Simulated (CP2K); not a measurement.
A self-consistent single point of YPb3 (Pm-3m, 4 atoms in the cell) with CP2K.

Level of theory: LDA (Pade form), GPW, DZVP-MOLOPT-SR-GTH basis, GTH-PADE potentials (GTH_POTENTIALS) in CP2K 2026.2.

The change in words: lattice scaled by 1.015. Reference geometry:
```
CELL_PARAMETERS angstrom
      4.86245     0.00000     0.00000
      0.00000     4.86245     0.00000
      0.00000     0.00000     4.86245
ATOMIC_POSITIONS crystal
  Y  0.00000 0.00000 0.00000
  Pb 0.50000 0.50000 0.00000
  Pb 0.00000 0.50000 0.50000
  Pb 0.50000 0.00000 0.50000
```

Reference input (self-consistent single point, DFT LDA (Pade form), GPW, DZVP-MOLOPT-SR-GTH basis, GTH-PADE potentials (GTH_POTENTIALS)): CUTOFF = 500 Ry; REL_CUTOFF = 40 Ry; SMEAR/METHOD = MARZARI_VANDERBILT; SIGMA = 0.05 eV; KPOINTS/SCHEME = MONKHORST-PACK 5 5 5; XC_FUNCTIONAL = PADE; Y/BASIS_SET = DZVP-MOLOPT-SR-GTH-q11; Y/POTENTIAL = GTH-PADE-q11; Pb/BASIS_SET = DZVP-MOLOPT-SR-GTH-q4; Pb/POTENTIAL = GTH-PADE-q4; METHOD = GPW; EPS_DEFAULT = 1e-10. This run's input differs from it in these lines:

```diff
@@ -63,3 +63,3 @@
     &CELL
-      ABC 4.86245000 4.86245000 4.86245000
+      ABC 4.93538700 4.93538700 4.93538700
       ALPHA_BETA_GAMMA 90.00000000 90.00000000 90.00000000
@@ -69,5 +69,5 @@
       Y        0.00000000     0.00000000     0.00000000
-      Pb       2.43122500     2.43122500     0.00000000
-      Pb       0.00000000     2.43122500     2.43122500
-      Pb       2.43122500     0.00000000     2.43122500
+      Pb       2.46769350     2.46769350     0.00000000
+      Pb       0.00000000     2.46769350     2.46769350
+      Pb       2.46769350     0.00000000     2.46769350
     &END COORD
```

Output, abridged:

```
 SCF WAVEFUNCTION OPTIMIZATION

  Step     Update method      Time    Convergence         Total energy    Change
     1 NoMix/Diag. 0.20E+00      -     1.43636636       -49.6786319579 -4.97E+01
     2 Broy./Diag. 0.20E+00      -     0.00800316       -49.8080798142 -1.29E-01
     3 Broy./Diag. 0.20E+00      -     0.06022400       -49.5450904739  2.63E-01
     4 Broy./Diag. 0.20E+00      -     0.00433715       -49.3743245520  1.71E-01
     5 Broy./Diag. 0.20E+00      -     0.00622540       -49.3797142690 -5.39E-03
     6 Broy./Diag. 0.20E+00      -     0.00094597       -49.3855885593 -5.87E-03
   [... 6 lines left out ...]
    13 Broy./Diag. 0.20E+00      -     0.00000626       -49.3776223583 -8.12E-05
    14 Broy./Diag. 0.20E+00      -     0.00000038       -49.3776202338  2.12E-06
    15 Broy./Diag. 0.20E+00      -     0.00000087       -49.3776121725  8.06E-06
    16 Broy./Diag. 0.20E+00      -     0.00000005       -49.3776133378 -1.17E-06
  *** SCF run converged in    16 steps ***

  Overlap energy of the core charge distribution:               0.00000000000125
  Self energy of the core charge distribution:                -93.78795263348533
  Core Hamiltonian energy:                                     19.73411983571636
  Hartree energy:                                              32.66615410605620
  Exchange-correlation energy:                                 -7.98987153004691
  Smearing free energy correction:                             -0.00006311609236
  Fermi energy:                                                 0.19249815462853

  Total energy:                                               -49.37761333783121

                     Mulliken Population Analysis

 #  Atom  Element  Kind  Atomic population                           Net charge
   [... lines left out ...]

 STRESS| Analytical stress tensor [bar]
 STRESS|                        x                   y                   z
 STRESS|      x       -6.08025895323E+04   5.45048310063E-06   5.45247726246E-06
 STRESS|      y        5.45048310063E-06  -6.08024940878E+04   5.45030520451E-06
 STRESS|      z        5.45247726246E-06   5.45030520451E-06  -6.08025679141E+04
 STRESS| 1/3 Trace                                            -6.08025505114E+04
```

The run converged in 16 iterations. Against the reference run the free energy goes up by 43.0 meV/atom and the pressure goes from -4.34 to -6.08 GPa.

The starting cell comes from a database of computed structures (which also holds hypothetical and non-ambient phases and stackings), without a prior relaxation at this level. For this run, on top of that: lattice scaled by 1.015. Values carry the incompleteness of an atom-centred basis.

Cost on one core of a shared machine: roughly 40 s.
